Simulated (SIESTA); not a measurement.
Band structure of HgTe (Cmcm, 4 atoms in the cell).

```
CELL_PARAMETERS angstrom
      3.05536    -3.53974     0.00000
      3.05536     3.53974     0.00000
      0.00000     0.00000     5.91992
ATOMIC_POSITIONS crystal
  Hg 0.34305 0.65695 0.75000
  Hg 0.65695 0.34305 0.25000
  Te 0.78481 0.21519 0.75000
  Te 0.21519 0.78481 0.25000
```

Level of theory: GGA PBEsol, numerical atomic orbitals DZP, PseudoDojo PBEsol standard norm-conserving potentials (rewritten from UPF to PSML) (SIESTA).

Settings: XC.functional = GGA; XC.authors = PBEsol; potentials = PseudoDojo PBEsol standard; PAO.BasisSize = DZP; PAO.EnergyShift = 0.005 Ry; MeshCutoff = 300 Ry; kgrid.MonkhorstPack = 5 5 4; OccupationFunction = FD; ElectronicTemperature = 100 meV; MaxSCFIterations = 150; SCF.Mixer.Method = Pulay; SCF.Mixer.Weight = 0.25; SCF.Mixer.History = 6; SCF.DM.Tolerance = 1.0E-04.

The starting cell comes from a database of computed structures (which also holds hypothetical and non-ambient phases and stackings), without a prior relaxation at this level. Its lattice was rescaled by a random factor within 2.5 % of one. Spin-orbit coupling is off. Values carry the incompleteness of an atom-centred basis. The run gives no clean gap (levels at the Fermi energy touch, overlap or are partly filled at this smearing), which alone does not show that the compound is a metal.

Levels in eV from the Fermi level, bands 33 to 38:
```csv
point,33,34,35,36,37,38
Γ,-2.35,-2.15,-0.90,-0.39,-0.26,-0.10
X,-2.39,-1.93,-1.70,-1.39,-1.17,-0.39
S,-2.22,-1.83,-0.82,-0.52,1.61,2.58
R,-0.84,-0.84,0.14,0.14,2.03,2.03
A,-2.93,-2.93,-2.11,-2.11,2.14,2.14
Z,-1.66,-1.66,-1.10,-1.10,1.55,1.55
Y,-1.98,-1.63,-1.61,-1.57,-1.40,-1.24
X1,-2.39,-1.93,-1.70,-1.39,-1.17,-0.39
A1,-2.93,-2.93,-2.11,-2.11,2.14,2.14
T,-2.85,-2.85,-2.73,-2.73,2.10,2.10
```

Bands cross the Fermi level along this path, so the cell is metallic at this level.

Higher empty bands are left out: an atom-centred basis made for the valence describes them poorly.
